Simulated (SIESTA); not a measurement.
Input and output of a self-consistent single point for Zn (P6_3/mmc, 4 atoms in the cell) (SIESTA).

Level of theory: SIESTA with GGA PBE, numerical atomic orbitals TZP, PseudoDojo PBE standard norm-conserving potentials (rewritten from UPF to PSML).

```yaml
crystal:
  lattice:
    - [2.73208, 0.00000, 0.00000]
    - [-1.36604, 2.36605, 0.00000]
    - [0.00000, 0.00000, 8.79049]
  atoms:
    - { symbol: Zn, position: [0.00000, 0.00000, 0.00000] }
    - { symbol: Zn, position: [0.00000, 0.00000, 0.50000] }
    - { symbol: Zn, position: [0.33333, 0.66667, 0.25000] }
    - { symbol: Zn, position: [0.66667, 0.33333, 0.75000] }
```

Reference input (self-consistent single point, DFT, GGA PBE, numerical atomic orbitals TZP, PseudoDojo PBE standard norm-conserving potentials (rewritten from UPF to PSML)): XC.functional = GGA; XC.authors = PBE; potentials = PseudoDojo PBE standard; PAO.BasisSize = TZP; PAO.EnergyShift = 0.005 Ry; MeshCutoff = 300 Ry; kgrid.MonkhorstPack = 11 11 3; OccupationFunction = FD; ElectronicTemperature = 1160.45 K; MaxSCFIterations = 150; SCF.Mixer.Method = Broyden; SCF.Mixer.Weight = 0.2. This run's input differs from it in these lines:

```diff
@@ -29,5 +29,5 @@
 %block kgrid.MonkhorstPack
-   11   0   0  0.0
-    0  11   0  0.0
-    0   0   3  0.0
+   27   0   0  0.0
+    0  27   0  0.0
+    0   0   8  0.0
 %endblock kgrid.MonkhorstPack
```

Output (repeated stretches shortened):

```
        iscf     Eharris(eV)        E_KS(eV)     FreeEng(eV)     dDmax    Ef(eV) dHmax(eV)
   scf:    1   -22697.719998   -22726.936630   -22726.970242  5.482922  2.380160 19.573165
   scf:    2   -22757.726435   -22744.257039   -22744.292184  0.889803  1.451779  9.405323
   scf:    3   -22751.270084   -22748.725303   -22748.760160  0.368286  0.796002  1.424573
   scf:    4   -22748.783200   -22748.785964   -22748.820789  0.063930  0.625442  0.258755
   scf:    5   -22748.797839   -22748.795562   -22748.830206  0.041244  0.515850  0.133146
   [... 7 lines left out ...]
   scf:   13   -22748.796317   -22748.796317   -22748.830962  0.000025  0.509277  0.000891
   scf:   14   -22748.796317   -22748.796317   -22748.830962  0.000019  0.509276  0.000656
   scf:   15   -22748.796317   -22748.796317   -22748.830962  0.000014  0.509277  0.000461
   scf:   16   -22748.796317   -22748.796317   -22748.830962  0.000010  0.509278  0.000334
SCF Convergence by DM+H criterion
max |DM_out - DM_in|         :     0.0000095891
max |H_out - H_in|      (eV) :     0.0003342551
SCF cycle converged after 16 iterations

Using DM_out to compute the final energy and forces

siesta: E_KS(eV) =           -22748.7963

siesta: E_KS - E_eggbox =    -22748.7963

siesta: Atomic forces (eV/Ang):
     1   -0.000000    0.000000    0.000000
     2    0.000000   -0.000000    0.000000
     3    0.000068   -0.000040    0.000000
     4   -0.000068    0.000040    0.000000
   Tot   -0.000000   -0.000000    0.000000
   Max    0.000068
   Res    0.000032    sqrt( Sum f_i^2 / 3N )
   Max    0.000068    constrained

Stress tensor Voigt[x,y,z,yz,xz,xy] (kbar):       25.67       26.02      -27.30       -0.00       -0.00        0.30
(Free)E + p*V (eV/cell)   -22749.1193
   [... lines left out ...]
siesta: FreeEng =    -22748.830962
   [... lines left out ...]
siesta:     0.016020    0.000189    0.000000
siesta:     0.000189    0.016239   -0.000000
siesta:    -0.000000   -0.000000   -0.017038

siesta: Cell volume =         56.823857 Ang**3

siesta: Pressure (static):
siesta:                Solid            Molecule  Units
siesta:          -0.00005526         -0.00005525  Ry/Bohr**3
siesta:          -0.00507365         -0.00507292  eV/Ang**3
siesta:          -8.12887725         -8.12771052  kBar
```

The run converged in 16 iterations. Against the reference run the free energy rises by 12.7 meV/atom and the pressure goes from -0.92 to -0.81 GPa.

The starting cell was generated: these elements placed on a structure prototype, without a prior relaxation; it need not be a known phase or ordering of this composition. Its lattice was rescaled by a random factor within 2.5 % of one. Values carry the incompleteness of an atom-centred basis.

Cost on one core of a shared machine: roughly 5 min.
